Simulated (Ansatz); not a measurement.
Cost and result by functional for the adsorption energy of Cl on the 1x1 (101) surface of anatase TiO2 (cut with top plane O), one in a 2x1 cell, started at the site 'top O #2', in Ansatz (plane waves, PAW). Single points on the PBE structure, on one kind of machine; costs are rough ratios of the slab run's core time (references not counted) to the cheapest single point. r2SCAN's cost holds its higher cutoff (500 against 420 eV). Differences are taken against r2SCAN for comparison alone: no measured value is at hand, so the table doesn't rank accuracy. The points keep PBE's geometry, so the relaxation of a polaron and the settling of charge on one site are left out.

Host crystal: anatase TiO2, with a band gap (PBE, scalar-relativistic without spin-orbit coupling).

Model: 37-atom slab, 9.4 Å thick at the start under the adsorbate (thin: gaps and levels are the slab's own), 3x4x1 mesh, Fermi-Dirac 0.01 eV, dipole correction, 14 atoms held, the rest relaxed; no symmetry held; spin-polarised, ending with about 1.0 μB a cell; orders that need a larger cell were not tried, no spin-orbit, no U, no dispersion correction. At the end it is bonded to Ti. In PBE it is, or lies within 0.03 eV of, the lowest of the starts that converged. These notes are the PBE run's. r2SCAN: The program's check for a lower electronic state was not made. Adsorption energies are against ½ Cl2(g). A negative adsorption energy means that the adsorbate is more stable on the surface than in its reference.

```tsv
functional	relative cost	adsorption energy (eV)	less r2SCAN (eV)
RPBE	1	1.03	0.29
r2SCAN	1	0.74	0.00
PBE (the relaxed run's value)	–	0.91	0.17
```

The values span 0.29 eV, while the single points' costs differ by a factor of roughly 1. Differences are of unrounded values.

Ansatz is a program for electronic structure.
